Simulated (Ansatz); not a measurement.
The starting structures come from a database of crystals and need not be the phases stable at ambient conditions.

Consider the following.

```yaml
crystal:
  lattice:
    - [4.44263, 0.00000, 0.00000]
    - [0.00000, 11.44983, 0.00000]
    - [2.22132, 0.00000, 7.49477]
  atoms:
    - { symbol: Ba, position: [0.75062, 0.75000, 0.49876] }
    - { symbol: Ba, position: [0.24938, 0.25000, 0.50124] }
    - { symbol: Y, position: [0.00000, 0.00000, 0.00000] }
    - { symbol: Y, position: [0.00000, 0.50000, 0.00000] }
    - { symbol: Cu, position: [0.53247, 0.25000, 0.93506] }
    - { symbol: Cu, position: [0.46753, 0.75000, 0.06494] }
    - { symbol: Te, position: [0.63638, 0.43878, 0.72724] }
    - { symbol: Te, position: [0.36362, 0.56122, 0.27276] }
    - { symbol: Te, position: [0.36362, 0.93878, 0.27276] }
    - { symbol: Te, position: [0.63638, 0.06122, 0.72724] }
    - { symbol: Te, position: [0.07030, 0.75000, 0.85940] }
    - { symbol: Te, position: [0.92970, 0.25000, 0.14060] }
```

Space group of this cell: Cmcm. The cell is taken as given; by PBEsol its mean pressure is -2.6 GPa.

Transport runs along the normal of the first two printed cell vectors.

The gap is the functional's own. No spin-orbit coupling. Mid-gap values are interpolated on the energy grid.

State the band gap and the smallest decay constant κ at mid-gap according to Ansatz (a program for electronic structure) with PBEsol.

Gap 0.51 eV on a 8×4×8 mesh; κ = 0.126 1/Å, at the zone centre.
